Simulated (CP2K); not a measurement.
# CP2K run on Mg14CdBi (P-6m2, 16 atoms in the cell): self-consistent single point

Method of the run: LDA (Pade form), GPW, DZVP-MOLOPT-SR-GTH basis, GTH-PADE potentials (GTH_POTENTIALS) in CP2K.

Input:

```
&GLOBAL
  PROJECT calc
  RUN_TYPE ENERGY_FORCE
  PRINT_LEVEL MEDIUM
&END GLOBAL
&FORCE_EVAL
  METHOD Quickstep
  STRESS_TENSOR ANALYTICAL
  &DFT
    BASIS_SET_FILE_NAME BASIS_MOLOPT
    POTENTIAL_FILE_NAME GTH_POTENTIALS
    &QS
      METHOD GPW
      EPS_DEFAULT 1E-10
    &END QS
    &MGRID
      CUTOFF 1000
      REL_CUTOFF 40
      NGRIDS 5
    &END MGRID
    &SCF
      SCF_GUESS ATOMIC
      EPS_SCF 1E-6
      MAX_SCF 100
      ADDED_MOS 25
      &DIAGONALIZATION
        ALGORITHM STANDARD
      &END DIAGONALIZATION
      &MIXING
        METHOD BROYDEN_MIXING
        ALPHA 0.2
        NBUFFER 12
        BETA 1
      &END MIXING
      &SMEAR ON
        METHOD FERMI_DIRAC
        ELECTRONIC_TEMPERATURE [K] 1160.45
      &END SMEAR
    &END SCF
    &KPOINTS
      SCHEME MACDONALD 6 6 3 0.08333333333 0.08333333333 0
    &END KPOINTS
    &XC
      &XC_FUNCTIONAL PADE
      &END XC_FUNCTIONAL
    &END XC
    &PRINT
      &MO
        EIGENVALUES T
        OCCUPATION_NUMBERS T
        NDIGITS 8
        FILENAME mo
        &EACH
          QS_SCF 0
        &END EACH
        ADD_LAST NUMERIC
      &END MO
      &MULLIKEN ON
      &END MULLIKEN
    &END PRINT
  &END DFT
  &SUBSYS
    &CELL
      ABC 6.40900000 6.40900016 10.44477000
      ALPHA_BETA_GAMMA 90.00000000 90.00000000 119.99999916
      PERIODIC XYZ
    &END CELL
    &COORD
      SCALED
      Mg       0.99970000     0.49985000     0.00000000
      Mg       0.50015000     0.00030000     0.00000000
      Mg       0.50015000     0.49985000     0.00000000
      Mg       0.99923000     0.49961500     0.50000000
      Mg       0.50038500     0.00077000     0.50000000
      Mg       0.50038500     0.49961500     0.50000000
      Mg       0.16961000     0.83039000     0.24370000
      Mg       0.66078000     0.83039000     0.75630000
      Mg       0.16961000     0.33922000     0.24370000
      Mg       0.16961000     0.83039000     0.75630000
      Mg       0.66078000     0.83039000     0.24370000
      Mg       0.16961000     0.33922000     0.75630000
      Mg       0.66666700     0.33333300     0.24968000
      Mg       0.66666700     0.33333300     0.75032000
      Cd       0.00000000     0.00000000     0.00000000
      Bi       0.00000000     0.00000000     0.50000000
    &END COORD
    &KIND Mg
      BASIS_SET DZVP-MOLOPT-SR-GTH-q10
      POTENTIAL GTH-PADE-q10
    &END KIND
    &KIND Cd
      BASIS_SET DZVP-MOLOPT-SR-GTH-q12
      POTENTIAL GTH-PADE-q12
    &END KIND
    &KIND Bi
      BASIS_SET DZVP-MOLOPT-SR-GTH-q5
      POTENTIAL GTH-PADE-q5
    &END KIND
  &END SUBSYS
  &PRINT
    &FORCES ON
    &END FORCES
    &STRESS_TENSOR ON
    &END STRESS_TENSOR
  &END PRINT
&END FORCE_EVAL
```

Output, abridged:

```
 GLOBAL| Method name                                                        CP2K
 GLOBAL| Project name                                                       calc
 GLOBAL| Run type                                                   ENERGY_FORCE

 CELL| Volume [angstrom^3]:                                           371.543844
 CELL| Vector a [angstrom]:       6.409     0.000     0.000   |a| =     6.409000
 CELL| Vector b [angstrom]:      -3.204     5.550     0.000   |b| =     6.409000
 CELL| Vector c [angstrom]:       0.000     0.000    10.445   |c| =    10.444770
 CELL| Angle (b,c), alpha [degree]:                                    90.000000
 CELL| Angle (a,c), beta  [degree]:                                    90.000000
 CELL| Angle (a,b), gamma [degree]:                                   119.999999
 CELL| Numerically orthorhombic:                                              NO
 CELL| Periodicity                                                           XYZ

 DFT| Spin restricted Kohn-Sham (RKS) calculation                            RKS
 DFT| Multiplicity                                                             2
 DFT| Number of spin states                                                    1
 DFT| Charge                                                                   0
 DFT| XC density smoothing                                                  NONE
 DFT| XC derivatives                                                          PW

 QS| Method:                                                                 GPW
 QS| Density plane wave grid type                        NON-SPHERICAL FULLSPACE
 QS| Number of grid levels:                                                    5
 QS| Density cutoff [a.u.]:                                                500.0
 QS| Multi grid cutoff [a.u.]: 1) grid level                               500.0
   [... lines left out ...]
 BRILLOUIN| Wavefunction type                                            COMPLEX
 BRILLOUIN| List of Kpoints [2 Pi/Bohr]                                      108
 BRILLOUIN| Number           Weight            X              Y              Z
 BRILLOUIN|     1           0.00926       -0.33333       -0.33333       -0.33333
 BRILLOUIN|     2           0.00926       -0.33333       -0.33333        0.00000
 BRILLOUIN|     3           0.00926       -0.33333       -0.33333        0.33333
   [... 105 lines left out ...]
 *******************************************************************************

 Extrapolation method: initial_guess

 Re-scaling the density matrix to get the right number of electrons
                  # Electrons              Trace(P)               Scaling factor
                          157               157.000                        1.000

 Number of electrons:                                                        157
 Number of occupied orbitals:                                                 79
 Number of molecular orbitals:                                               104

 Number of orbital functions:                                                164
 Number of independent orbital functions:                                    164
 SCF WAVEFUNCTION OPTIMIZATION

  Step     Update method      Time    Convergence         Total energy    Change
     1 NoMix/Diag. 0.20E+00      -     0.85595676      -937.9037996730 -9.38E+02
     2 Broy./Diag. 0.20E+00      -     0.03723197      -938.4450344388 -5.41E-01
     3 Broy./Diag. 0.20E+00      -     0.14987727      -936.7920753417  1.65E+00
     4 Broy./Diag. 0.20E+00      -     0.02062203      -935.8054301674  9.87E-01
     5 Broy./Diag. 0.20E+00      -     0.02124894      -935.8744048688 -6.90E-02
     6 Broy./Diag. 0.20E+00      -     0.00345463      -935.8763435742 -1.94E-03
     7 Broy./Diag. 0.20E+00      -     0.00480585      -935.8681387706  8.20E-03
     8 Broy./Diag. 0.20E+00      -     0.00032490      -935.8539422014  1.42E-02
     9 Broy./Diag. 0.20E+00      -     0.00078204      -935.8449754412  8.97E-03
    10 Broy./Diag. 0.20E+00      -     0.00005231      -935.8430889869  1.89E-03
    11 Broy./Diag. 0.20E+00      -     0.00007527      -935.8448811536 -1.79E-03
    12 Broy./Diag. 0.20E+00      -     0.00000949      -935.8453645230 -4.83E-04
    13 Broy./Diag. 0.20E+00      -     0.00001854      -935.8452431712  1.21E-04
    14 Broy./Diag. 0.20E+00      -     0.00000037      -935.8452196168  2.36E-05
  *** SCF run converged in    14 steps ***

  Electronic density on regular grids:       -156.9999996826        0.0000003174
  Core density on regular grids:              156.9999999954       -0.0000000046
  Total charge density on r-space grids:        0.0000003128
  Total charge density g-space grids:           0.0000003128

  Overlap energy of the core charge distribution:               0.00000000000000
  Self energy of the core charge distribution:              -1957.68107551570529
  Core Hamiltonian energy:                                    593.58032481367695
  Hartree energy:                                             553.04327453354438
  Exchange-correlation energy:                               -124.78051673253081
  Electronic entropic energy:                                  -0.00722671609825
  Fermi energy:                                                 0.19180686831537

  Total energy:                                              -935.84521961682083
  Total energy (extrapolated to T->0):                       -935.84160625877166

                     Mulliken Population Analysis

 #  Atom  Element  Kind  Atomic population                           Net charge
       1     Mg       1          9.934380                              0.065620
       2     Mg       1          9.934382                              0.065618
       3     Mg       1          9.934381                              0.065619
       4     Mg       1          9.892609                              0.107391
       5     Mg       1          9.892607                              0.107393
       6     Mg       1          9.892611                              0.107389
       7     Mg       1          9.893130                              0.106870
       8     Mg       1          9.893131                              0.106869
       9     Mg       1          9.893131                              0.106869
      10     Mg       1          9.893130                              0.106870
      11     Mg       1          9.893132                              0.106868
      12     Mg       1          9.893131                              0.106869
   [... lines left out ...]
 FORCES|      7 -3.07076777E-03  1.77289257E-03  3.13401494E-03   4.73231575E-03
 FORCES|      8  3.07038798E-03  1.77250262E-03 -3.13398028E-03   4.73190028E-03
 FORCES|      9  1.36963807E-07 -3.54529433E-03  3.13388931E-03   4.73184680E-03
 FORCES|     10 -3.07077518E-03  1.77291836E-03 -3.13400031E-03   4.73232053E-03
 FORCES|     11  3.07037560E-03  1.77252988E-03  3.13395972E-03   4.73188884E-03
 FORCES|     12  1.51046907E-07 -3.54533884E-03 -3.13390920E-03   4.73189332E-03
 FORCES|     13  4.33926558E-07 -2.04164352E-07  1.27860560E-03   1.27860569E-03
 FORCES|     14  4.20164490E-07 -2.23292233E-07 -1.27859114E-03   1.27859123E-03
 FORCES|     15 -6.82276662E-09  1.22421160E-07  2.90480753E-08   1.26005084E-07
 FORCES|     16 -3.74023623E-08 -3.87771255E-08 -8.02355951E-09   5.44699888E-08
 FORCES| Sum     4.09320203E-07 -2.35204887E-07  1.63106168E-10
 FORCES| Total atomic force                                       4.72085156E-07

 STRESS| Analytical stress tensor [bar]
 STRESS|                        x                   y                   z
 STRESS|      x       -1.13927392518E+04  -2.36165356806E+00  -2.36936438525E-02
 STRESS|      y       -2.36165356806E+00  -1.13958907215E+04  -8.39459834098E-03
 STRESS|      z       -2.36936438525E-02  -8.39459834098E-03  -1.59574080034E+04
 STRESS| 1/3 Trace                                            -1.29153459922E+04
```

The run converged in 14 iterations.

The starting cell comes from a database of computed structures (which also holds hypothetical and non-ambient phases and stackings), without a prior relaxation at this level. Values carry the incompleteness of an atom-centred basis.

Cost on one core of a shared machine: roughly 2 min.
